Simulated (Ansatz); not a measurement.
Take ZrRuP (space group Pnma, No. 62; a cell from a computed database, its experimental status unchecked) as the base.

```
CELL_PARAMETERS angstrom
      6.39979     0.00000     0.00000
      0.00000     3.85156     0.00000
      0.00000     0.00000     7.28137
ATOMIC_POSITIONS crystal
  Zr 0.52134 0.75000 0.31889
  Zr 0.47866 0.25000 0.68111
  Zr 0.97866 0.25000 0.81889
  Zr 0.02134 0.75000 0.18111
  P  0.72432 0.25000 0.12140
  P  0.27568 0.75000 0.87860
  P  0.77568 0.75000 0.62140
  P  0.22432 0.25000 0.37860
  Ru 0.34989 0.25000 0.06068
  Ru 0.65011 0.75000 0.93932
  Ru 0.15011 0.75000 0.56068
  Ru 0.84989 0.25000 0.43932
```

Cartesian axes are those of the cell as printed.

The values are results of Ansatz (a first-principles code), PBEsol, PAW, cutoff 420 eV, spin-orbit coupling left out, not measurements.

Strains are applied to the cell and any free atomic positions relax.

One change was made to it. Results:

```tsv
quantity	base	after
energy relative to the base (free energy F)	0 meV/atom	+28 meV/atom
pressure (mean of the normal stresses, compression positive)	0.0 GPa	1.2 GPa
```

Q: Which change produced these results?
A) uniaxial strain ε_xx = +3.74 %
B) tensor shear ε_xy = −3.38 %
C) uniaxial strain ε_zz = −0.35 %

A: B, tensor shear ε_xy = −3.38 %. For comparison, the energy relative to the base in the other runs: uniaxial strain ε_xx = +3.74 % gives +22 meV/atom; uniaxial strain ε_zz = −0.35 % gives +0.2 meV/atom.

Without a gap, meshes like the base's 6×10×5 leave anisotropic stresses uncertain by several tenths of a GPa, and small strain energies with them. Stability against distortions was not tested. All final runs are without spin polarisation.
